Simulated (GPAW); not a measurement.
GPAW run on Ca (Fm-3m, 1 atom in the cell): self-consistent single point.

Method: PBEsol, GPAW PAW datasets PBEsol (made by gpaw-setup) (plane waves; GPAW).

```
Ca
1.0
    0.00000     2.79837     2.79837
    2.79837     0.00000     2.79837
    2.79837     2.79837     0.00000
Ca
1
Direct
  0.00000   0.00000   0.00000
```

Reference input (self-consistent single point, DFT PBEsol, plane waves, GPAW PAW datasets PBEsol (made by gpaw-setup)): mode = pw; ecut = 550 eV; xc = PBEsol; kpts = 8 8 8; mesh shift (steps) = 0 0 0; occupations.name = methfessel-paxton; occupations.width = 0.1 eV; occupations.order = 0; nbands = -7; symmetry.symmorphic = false; symmetry.tolerance = 0.0005; maxiter = 100. This run's input differs from it in these lines:

```diff
@@ -16,2 +16,3 @@
             nbands=-7,
+            convergence={'energy': 1e-13, 'density': 2e-08, 'eigenstates': 1e-17},
             symmetry={'symmorphic': False, 'tolerance': 0.0005},
```

Output, abridged:

```
     iter     time        total  log10-change:
                         energy   eigst   dens
iter:   1 --:--:--    -2.094386
iter:   2 --:--:--    -2.214805   -0.97  -1.62
iter:   3 --:--:--    -2.223887   -1.79  -1.66
iter:   4 --:--:--    -2.226885   -2.36  -1.70
iter:   5 --:--:--    -2.225465   -3.57  -2.33
   [... 14 lines left out ...]
iter:  20 --:--:--    -2.222042  -14.02  -7.01
iter:  21 --:--:--    -2.222042  -14.03  -7.12
iter:  22 --:--:--    -2.222042  -14.54  -7.24
iter:  23 --:--:--    -2.222042  -14.09  -7.29
iter:  24 --:--:--    -2.222042  -15.17  -7.70c
iter:  25 --:--:--    -2.222042  -14.37  -7.74c
   [... lines left out ...]
iter: 100 --:--:--    -2.222042  -21.08c -12.65c

Did not converge!

Here are some tips:

1) Make sure the geometry and spin-state is physically sound.
2) Use less aggressive density mixing.
3) Solve the eigenvalue problem more accurately at each scf-step.
4) Use a smoother distribution function for the occupation numbers.
5) Try adding more empty states.
6) Use enough k-points.
7) Don't let your structure optimization algorithm take too large steps.
8) Solve the Poisson equation more accurately.
9) Better initial guess for the wave functions.

See details here:

    https://gpaw.readthedocs.io/documentation/convergence.html
Traceback (most recent call last):
   [... frames left out ...]
gpaw.KohnShamConvergenceError: Did not converge!  See text output for help.
```

The run ended unconverged after 100 iterations. 

The starting cell has typed, rounded lattice constants, without a prior relaxation at this level. Its lattice was rescaled by up to half a per cent.

Cost on one core of a shared machine: roughly 70 s.
